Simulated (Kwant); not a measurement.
Model system: quantum point contact (saddle potential) in a GaN two-dimensional gas. Effective mass 0.22 mₑ, grid spacing 2.7 nm, hard walls, nominal width 80 nm (29 grid rows, so walls 81 nm apart), one parabolic valley, scattering region 240 nm long along x; energies count from the band bottom; Fermi energy 0.004 eV. Potential (V0 + ½k y²) cos²(πx/L) for |x| < L/2, with V0 swept from 0.0042 to 0 eV, k = 2e-05 eV/nm², L = 170 nm.

The device is made up for the run: typed textbook-type constants, with dimensions and the other settings drawn at random.

Model: effective-mass tight-binding model on a square grid, one spin, coherent transport at 0 K (Kwant). Conductance is in e²/h.

Question: Compare with the saddle-point formula G = Σ 1/(1 + exp(−2π(E − V0 − ħωy(n + ½))/ħωx)), taking ħωy = ħ√(k/m) and ħωx from the curvature along x of V0 plus half of the mode's confinement energy.

Answer: ħωy = 2.63 meV; at V0 = 3.41 meV the lowest mode has ħωx = 0.981 meV.

| V0 (meV) | formula | simulation |
|---|---|---|
| 3.96 | 0.00047 | 0.00039 |
| 3.41 | 0.0095 | 0.0094 |
| 2.86 | 0.23 | 0.24 |
| 2.31 | 0.94 | 0.94 |
| 1.77 | 1.00 | 1.00 |
| 1.22 | 1.00 | 1.00 |

The formula takes a parabolic saddle in the continuum; the run has the full potential on a grid.
